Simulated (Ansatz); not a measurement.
The reference is Ca in the fcc (Cu type) structure (space group Fm-3m, No. 225; a = 5.5686 Å). Axes: x, y, z lie along the cube axes.

Level of theory: r2SCAN, PAW, 500 eV (Ansatz, an electronic-structure program; no spin-orbit coupling), earlier PAW set.

Base values:

- Shortest interatomic distance = 3.938 Å
- Band gap = zero

One thing is altered: a free-standing slab of 5 layers (5 atoms, 1 a layer) is cut normal to [111], with 15 Å of vacuum and the in-plane cell held at bulk.

### Question
Predict the new excess energy per area of both faces, shortest interatomic distance, band gap, change of the spacing d12 from its bulk value of 3.215 Å and change of the spacing d23 from its bulk value of 3.215 Å.

### Answer
The excess energy per area of both faces (slab less bulk energy over the cell's area: twice a surface energy) amounts to 1.01 J/m² (uncertain by up to 0.06 J/m²); the shortest interatomic distance falls by 0.0592 Å (3.938 Å → 3.878 Å); the band gap remains zero; the change of the spacing d12 from its bulk value of 3.215 Å comes out as -2.3 %; the change of the spacing d23 from its bulk value of 3.215 Å is +0.1 %.

Slab and bulk use different k-meshes, which limits the precision of the excess energy. Stability against distortions was not tested.
